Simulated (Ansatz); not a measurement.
Consider CdSe in the zinc blende structure (space group F-43m, No. 216).

```xyz
2
Lattice="0.0000 3.0982 3.0982 3.0982 0.0000 3.0982 3.0982 3.0982 0.0000" Properties=species:S:1:pos:R:3 pbc="T T T"
Se     4.6473     4.6473     4.6473
Cd     0.0000     0.0000     0.0000
```

The values are results of PBE in Ansatz (plane waves to 420 eV, PAW, spin-orbit coupling left out), earlier PAW set, not measurements.

Base values:

- Volume per atom: 29.74 Å³
- Band gap: 0.49 eV
- Electron mass: 0.052 mₑ (at Γ)

The change: hydrostatic tension (pressure −1 GPa).

Q: Estimate the effect on the volume per atom.

A: The volume per atom goes up by 0.71 Å³, from 29.74 Å³ to 30.45 Å³.

Q: What happens to the band gap?

A: The band gap falls by 0.05 eV (0.49 eV → 0.44 eV).

Q: Predict the new electron mass.

A: The electron mass goes from 0.052 mₑ (at Γ) to 0.048 mₑ (at Γ).

Load acts through the strain it causes; cell and atoms are relaxed under it. Effective masses come from finite differences of ±0.01 Å⁻¹. Whether these cells are dynamically stable was not tested.

Ansatz is a program for electronic structure.
